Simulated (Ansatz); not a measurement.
Base system: Re in the hcp (Mg type) structure (space group P6_3/mmc, No. 194; a = 2.752 Å, c = 4.440 Å; relaxed with 0.1 eV smearing).

Structures relaxed with PBEsol in Ansatz (plane waves to 420 eV, PAW, no spin-orbit coupling).

Base:

Simulated powder pattern, Cu Kα1, λ = 1.54056 Å (kinematic, ideal powder, no thermal factors, no anomalous dispersion; the 10 strongest lines at most, above 2 %, up to 2θ = 90°):

| 2θ (°) | I/Imax (%) | hkl |
|---|---|---|
| 37.71 | 24 | (100) |
| 40.60 | 26 | (002) |
| 43.04 | 100 | (101) |
| 56.61 | 15 | (102) |
| 68.09 | 18 | (110) |
| 75.56 | 20 | (103) |
| 80.54 | 2.8 | (200) |
| 82.39 | 22 | (112) |
| 84.03 | 15 | (201) |
| 87.88 | 3.2 | (004) |

After one change:

Simulated powder pattern, Cu Kα1, λ = 1.54056 Å (kinematic, ideal powder, no thermal factors, no anomalous dispersion; the 10 strongest lines at most, above 2 %, up to 2θ = 90°):

| 2θ (°) | I/Imax (%) |
|---|---|
| 37.91 | 24 |
| 40.82 | 26 |
| 43.27 | 100 |
| 56.92 | 15 |
| 68.48 | 18 |
| 76.01 | 20 |
| 81.03 | 2.8 |
| 82.89 | 22 |
| 84.55 | 16 |
| 88.44 | 3.2 |

**Question.** Name the change that was made.
(A) isotropic strain +2.50 %
(B) isotropic strain +0.50 %
(C) isotropic strain −0.50 %
(D) isotropic strain −2.00 %

**Answer.** C, isotropic strain −0.50 %. Its volume per atom is 14.34 Å³ against 14.56 Å³, and its space group is P6_3/mmc (No. 194).

No phonon test of stability was made. The final runs are not spin-polarised.

Ansatz is a program for electronic structure.
